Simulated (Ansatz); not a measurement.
Take PdTe in the NiAs type structure (space group P6_3/mmc, No. 194; relaxed with 0.1 eV smearing) as the base.

```
PdTe
1.0
    4.15875     0.00000     0.00000
   -2.07937     3.60158     0.00000
    0.00000     0.00000     5.61643
Te Pd
2 2
Cartesian
  0.00000   2.40106   1.40411
  2.07937   1.20053   4.21232
  0.00000   0.00000   0.00000
  0.00000   0.00000   2.80821
```

Cartesian axes are those of the cell as printed.

Level of theory: PBEsol, PAW, 420 eV (Ansatz, a program for electronic structure; no spin-orbit coupling).

Now apply this change: uniaxial strain ε_zz = +2.30 %, all other strain components held at zero; the atoms relax in the strained cell.

Task: Predict the stress tensor and what it implies for the stiffness.

Result: Stress of the strained cell less that of the base (GPa, compression positive):
```
   -1.9     0.0     0.0
    0.0    -1.9     0.0
    0.0     0.0    -3.6
```

Then −Δσ_ii/ε with ε = 0.0230 gives secant stiffness values (nonlinear terms included at this strain): C33 ≈ 155 GPa, C13 ≈ 81 GPa and C23 ≈ 81 GPa.

As a check, the harmonic strain energy −½ V₀ Δσ:ε is 5.4 meV/atom; the computed energy rise is 5.6 meV/atom.

Stability against distortions was not tested. The final runs are not spin-polarised.
